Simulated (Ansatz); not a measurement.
Consider ZnS in the zinc blende structure (space group F-43m, No. 216; a = 5.297 Å). Axes: x, y, z lie along the cube axes.

The values are results of Kohn–Sham DFT with the LDA functional, run in Ansatz (an electronic-structure program) with PAW and 420 eV plane waves, spin-orbit coupling left out, not measurements.

Base values:

```
Quantity                                     Value
-----------------------------  -------------------
Shortest interatomic distance              2.294 Å
Band gap                                   2.13 eV
Valence-band top at Γ          0.00, 0.00, 0.00 eV
```

Perturbation: a pure shear with ε_xy = ε_yx = 0.0057, atoms relaxed at fixed cell.

### Question
Predict the new shortest interatomic distance.

### Answer
The shortest interatomic distance falls by 0.002 Å (2.294 Å → 2.292 Å).

### Question
What happens to the band gap?

### Answer
The band gap drops by 0.04 eV, from 2.13 eV to 2.09 eV.

### Question
Predict the new valence-band top at Γ.

### Answer
The valence-band top at Γ (three highest levels, from the VBM) becomes 0.00, -0.03, -0.07 eV (base: 0.00, 0.00, 0.00 eV).

The cells carry an imposed strain or load. Stability against distortions was not tested.
